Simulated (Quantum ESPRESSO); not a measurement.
Input and output of a self-consistent single point for CoAl (P1, 2 atoms in the cell) (Quantum ESPRESSO).

Method: PBE, PSlibrary PAW (PBE) pseudopotentials (plane waves; Quantum ESPRESSO).

The change in words: lattice scaled by 0.98. Reference geometry:
```
CELL_PARAMETERS angstrom
      2.86000     0.00000     0.00000
      0.00000     2.86000     0.00000
      0.00000     0.00000     2.86000
ATOMIC_POSITIONS crystal
  Al 0.49913 0.50152 0.49022
  Co 0.00087 0.99848 0.00978
```

Reference input (self-consistent single point, DFT, PBE, plane waves, PSlibrary PAW (PBE) pseudopotentials): ecutwfc = 50 Ry; ecutrho = 300 Ry; occupations = smearing; smearing = gauss; degauss = 0.0099958 Ry; potentials = {Al: Al.pbe-n-kjpaw_psl.1.0.0.UPF, Co: Co.pbe-n-kjpaw_psl.1.0.0.UPF}; K_POINTS = automatic 8 8 8 0 0 0; conv_thr = 1e-10 Ry; mixing_beta = 0.3. This run's input differs from it in these lines:

```diff
@@ -10,3 +10,3 @@
  ibrav = 0,
- celldm(1) = 5.40461672,
+ celldm(1) = 5.29652438,
  nat = 2,
```

Log, with long lists cut:

```
     Self-consistent Calculation

     iteration #  1     ecut=    50.00 Ry     beta= 0.30

     total energy              =    -201.59585317 Ry
     estimated scf accuracy    <       0.13769378 Ry

     iteration #  2     ecut=    50.00 Ry     beta= 0.30

     total energy              =    -201.62926763 Ry
     estimated scf accuracy    <       0.20267861 Ry

     iteration #  3     ecut=    50.00 Ry     beta= 0.30

     total energy              =    -201.64102842 Ry
     estimated scf accuracy    <       0.01212748 Ry

   [... 9 blocks of this kind left out ...]

     iteration # 13     ecut=    50.00 Ry     beta= 0.30

     total energy              =    -201.64394611 Ry
     estimated scf accuracy    <          7.5E-10 Ry

     iteration # 14     ecut=    50.00 Ry     beta= 0.30
     End of self-consistent calculation

     Number of k-points >= 100: set verbosity='high' to print the bands.

     the Fermi energy is    13.0172 ev

!    total energy              =    -201.64394611 Ry
     estimated scf accuracy    <          9.8E-11 Ry
     smearing contrib. (-TS)   =      -0.00059315 Ry
     internal energy E=F+TS    =    -201.64335296 Ry

     convergence has been achieved in  14 iterations

     Forces acting on atoms (cartesian axes, Ry/au):

     atom    1 type  1   force =     0.00170380   -0.00298504    0.01900726
     atom    2 type  2   force =    -0.00170380    0.00298504   -0.01900726

     Total force =     0.027316     Total SCF correction =     0.000001

          total   stress  (Ry/bohr**3)                   (kbar)     P=      104.50
   0.00071602  -0.00000059   0.00000375          105.33       -0.09        0.55
  -0.00000059   0.00071574  -0.00000657           -0.09      105.29       -0.97
   0.00000375  -0.00000657   0.00069942            0.55       -0.97      102.89

   JOB DONE.
```

The run converged in 14 iterations. Against the reference run the free energy rises by 20.7 meV/atom, the pressure goes from -1.68 to 10.45 GPa and the largest force goes from 0.409 to 0.497 eV/Å. The full log also holds: “c_bands:  1 eigenvalues not converged”.

The starting cell has typed, rounded lattice constants, without a prior relaxation at this level. Its atoms were displaced at random from the sites of space group no. 221. For this run, on top of that: lattice scaled by 0.98. Spin polarisation is off. With a pressure of about 10 GPa the cell is away from its equilibrium volume at this level.

Cost on one core of a shared machine: roughly 60 s.
